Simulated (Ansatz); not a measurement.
We consider NiZn (Pm-3m, No. 221, 2 atoms in the cell; start mp-1486), described by r²SCAN (plane waves, PAW; Ansatz, an electronic-structure program).

Run with plane-wave cutoff 560 eV, 20×20×20 k mesh, Fermi–Dirac smearing 0.05 eV, no spin polarisation, scalar-relativistic PAW data made under PBE.

Cell (relaxed at this level):

Space group Pm-3m (No. 221); a = 2.849 Å, b = 2.849 Å, c = 2.849 Å, α = 90.00°, β = 90.00°, γ = 90.00°

| atom | site | symmetry | x | y | z |
|---|---|---|---|---|---|
| Zn | 1b | m-3m | 0.5000 | 0.5000 | 0.5000 |
| Ni | 1a | m-3m | 0.0000 | 0.0000 | 0.0000 |

Question: Predict the bulk modulus B0.

Answer: 
- bulk modulus B0 = 170 GPa

Note: the run has no spin polarisation, so it can have missed a magnetic state; the bulk modulus is −V dP/dV from two relaxed cells at ±2 % in volume; the relaxation could not lower the start's symmetry, so the cell can be a saddle point above a distorted one.

The computed numbers hold no vibrational or temperature effects.

A start named mp-… is a Materials Project structure, which need not be a measured phase.
